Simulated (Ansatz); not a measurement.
Checking a run of Ansatz (a quantum-chemistry and plane-wave program) on ZnCu2SnS4 (P1, 8 atoms in the cell). The aim is a self-consistent single point with DFT, PBEsol, plane waves, default PAW files made with PBE.

Cell that was meant: a = 6.6270 Å, b = 6.6270 Å, c = 6.6270 Å, α = 131.82°, β = 131.82°, γ = 70.52°.

Part of the input:

Ansatz 0.2 input:
```yaml
    - [2.705145, -2.705145, 5.411210]
    - [2.705145, 2.705145, -5.411210]
  atoms:
    - { symbol: Zn, position: [-0.005056, 2.707122, 2.695264] }
    - { symbol: Cu, position: [-0.046042, 0.020748, 0.030422] }
    - { symbol: Cu, position: [2.720524, 0.014832, 2.693381] }
    - { symbol: Sn, position: [-0.016198, -0.013942, 5.397401] }
    - { symbol: S, position: [1.310635, 1.250218, 1.391531] }
    - { symbol: S, position: [1.306666, 4.121424, -1.392607] }
    - { symbol: S, position: [1.419433, 1.422977, 6.830549] }
    - { symbol: S, position: [1.425476, -1.407947, 3.998895] }
basis:
  ecutwfc: 420.0
kpoints:
```

Output, abridged:

```
WARN ansatz: RAYON_NUM_THREADS=1 ignored (pool sized by the plan → 1); use --threads N
   [... lines left out ...]
PAW frozen core: S, regenerated for the run's functional, and the local potential with it
Initial density: superposition of atomic densities (neutral atoms: chi_scale 0, normalization atom), corrected by the library's trained network
Initial wavefunctions: pseudopotential atomic-orbital guess
Eigensolver: davidson
Functional: x = pbesol(κ = 0.804, μ = 0.12345679012345678), c = pbesol(β = 0.046)
SCF iter   1: F=—  HF=-29128.415025 eV  |F-HF|=—  |Δ(HF+E_count)|=         —  Δρ=1.62e0  dr2=9.06e3  ethr=1.77e-3  ⟨swp⟩=58.7  Hψ=54582  notcnv=0  defer=79
all-band conjugate gradients solve this SCF's bands
preconditioner: auto → LDOS
SCF iter   2: F=—  HF=-31799.860602 eV  |F-HF|=—  |Δ(HF+E_count)|=    2.67e3  Δρ=2.53e0  dr2=1.53e4  ethr=1.77e-3  ⟨swp⟩=23.3  Hψ=54719  notcnv=0  defer=217
   [... lines left out ...]
SCF iter  17: F=—  HF=-25809.685877 eV  |F-HF|=—  |Δ(HF+E_count)|=   2.56e-7  Δρ=1.56e-5  dr2=3.00e-7  ethr=1.06e-9  ⟨swp⟩=2.0  Hψ=3388  notcnv=0
SCF iter  18: F=—  HF=-25809.685877 eV  |F-HF|=—  |Δ(HF+E_count)|=   7.60e-8  Δρ=9.83e-6  dr2=1.08e-7  ethr=1.14e-10  ⟨swp⟩=16.6  Hψ=15959  notcnv=0
SCF iter  19: F=-25809.685877 eV  HF=-25809.685877 eV  |F-HF|=5.14e-8  |Δ(HF+E_count)|=   9.24e-9  Δρ=6.39e-6  dr2=4.70e-8  ethr=1.14e-10  ⟨swp⟩=5.0  Hψ=8654  notcnv=0
SCF 1 converged in 19 iterations: F = -25809.685877 eV  dr2 = 4.70e-8
Free energy (F): -25809.685877 eV
Internal energy: -25809.439997 eV  (E = F + TS)
E sigma→0 (E₀):  -25809.562937 eV
Entropy (-TS):   -0.245880 eV (-30.735 meV/atom)
Fermi energy:    8.605609 eV
--- Forces (eV/Å), atoms counted from 1 ---
  atom   1  Zn    -7.55681693    -0.30986472     1.04147833
  atom   2  Cu     8.88472107    14.65283071   -10.14106369
  atom   3  Cu    -3.55913201   -20.91767533     7.11320609
  atom   4  Sn    -0.97760456   -20.42492833   -28.38872505
  atom   5  S     -1.25600160     0.24210693    10.78893463
  atom   6  S    -21.04151408    22.01325179    -0.21121371
  atom   7  S   -410.79083035    -2.75023445     0.51040442
  atom   8  S    436.29716337     7.49432707    19.28706654
--- Stress (GPa, compression-positive) ---
      443.718993      19.602159      35.998178
       19.602185      69.677760      17.945191
       35.998156      17.945184      80.124824
  P = ⅓ Tr σ = 197.8405 GPa (1978.405 kbar)
  The stress holds the Pulay correction. Without it, at fixed plane waves, as pw.x and ABINIT print it: P = 197.6634 GPa
```

Task: Can these results be used? Check the input.

Result: The run is not sound. The fault is fractional and Cartesian coordinates mixed up. The same three numbers mean different points as fractional and as Cartesian coordinates. To fix it, make label and numbers agree, by changing either. The run converged in 19 iterations without an error; against the sound input the free energy rises by 17.7 eV/atom, the pressure goes from -1.24 to 197.8 GPa and the largest force goes from 0.555 to 436.8 eV/Å.

The sound input it was made from differs as follows (other fixes are possible):
```diff
-    - { symbol: Zn, position: [-0.005056, 2.707122, 2.695264] }
-    - { symbol: Cu, position: [-0.046042, 0.020748, 0.030422] }
-    - { symbol: Cu, position: [2.720524, 0.014832, 2.693381] }
-    - { symbol: Sn, position: [-0.016198, -0.013942, 5.397401] }
-    - { symbol: S, position: [1.310635, 1.250218, 1.391531] }
-    - { symbol: S, position: [1.306666, 4.121424, -1.392607] }
-    - { symbol: S, position: [1.419433, 1.422977, 6.830549] }
-    - { symbol: S, position: [1.425476, -1.407947, 3.998895] }
+    - { symbol: Zn, position_ang: [-0.005056, 2.707122, 2.695264] }
+    - { symbol: Cu, position_ang: [-0.046042, 0.020748, 0.030422] }
+    - { symbol: Cu, position_ang: [2.720524, 0.014832, 2.693381] }
+    - { symbol: Sn, position_ang: [-0.016198, -0.013942, 5.397401] }
+    - { symbol: S, position_ang: [1.310635, 1.250218, 1.391531] }
+    - { symbol: S, position_ang: [1.306666, 4.121424, -1.392607] }
+    - { symbol: S, position_ang: [1.419433, 1.422977, 6.830549] }
+    - { symbol: S, position_ang: [1.425476, -1.407947, 3.998895] }
```

With that input, the run converged in 10 iterations: free energy E − TS (on the zero of these files) -25951.6146 eV; pressure -1.24 GPa; largest force (vector length) 0.555 eV/Å (DFT, PBEsol, plane waves, default PAW files made with PBE).

On the sound input: the starting cell comes from a database of computed structures (which also holds hypothetical and non-ambient phases and stackings), without a prior relaxation at this level. Its atoms were displaced at random from the sites of space group no. 82. Spin polarisation is off. Ansatz's pressure includes its estimate of the finite-basis (Pulay) stress. A gap is left out here, as mesh or smearing make it unsure.
